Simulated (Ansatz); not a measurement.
Band structure of Mg₃Zn (P-6m2, 4 atoms in the cell).

```xyz
4
Lattice="3.1014 0.0000 0.0000 -1.5507 2.6858 0.0000 0.0000 0.0000 9.6936" Properties=species:S:1:pos:R:3 pbc="T T T"
Mg     0.0000     0.0000     0.0000
Mg     1.5507     0.8953     7.0851
Mg     1.5507     0.8953     2.6085
Zn     0.0000     0.0000     4.8468
```

Method of the run: LDA (PW92), PAW files made with PBE (plane waves; Ansatz, an electronic-structure program).

Settings: basis.ecutwfc = 420 eV; kpoints.mp_grid.grid = 8 8 3; hamiltonian.xc = lda; hamiltonian.pseudopotentials = {kind: paw} (the program's default PAW files); scf.occupations.method = gaussian; scf.occupations.width = 0.1 eV; kpoints.band_path.npoints = 8.

The starting cell comes from a database of computed structures (which also holds hypothetical and non-ambient phases and stackings), without a prior relaxation at this level.

Levels in eV from the Fermi level, bands 18 to 25:
| point | 18 | 19 | 20 | 21 | 22 | 23 | 24 | 25 |
|---|---|---|---|---|---|---|---|---|
| Γ | -7.23 | -6.11 | -5.87 | -1.66 | -0.97 | 5.88 | 6.57 | 10.64 |
| M | -2.95 | -2.58 | -1.28 | -1.27 | -0.86 | -0.08 | 2.80 | 3.64 |
| K | -1.75 | -0.77 | -0.65 | -0.03 | 0.26 | 0.71 | 0.93 | 0.94 |
| A | -7.23 | -6.85 | -4.08 | -4.02 | 1.85 | 2.45 | 10.12 | 10.69 |
| L | -2.87 | -2.44 | -1.88 | -1.73 | 0.72 | 0.77 | 1.06 | 1.68 |
| H | -1.71 | -0.53 | -0.44 | -0.39 | -0.17 | -0.14 | 2.08 | 2.57 |

Bands cross the Fermi level along this path, so the cell is metallic at this level.

Keys are those of Ansatz 0.2.
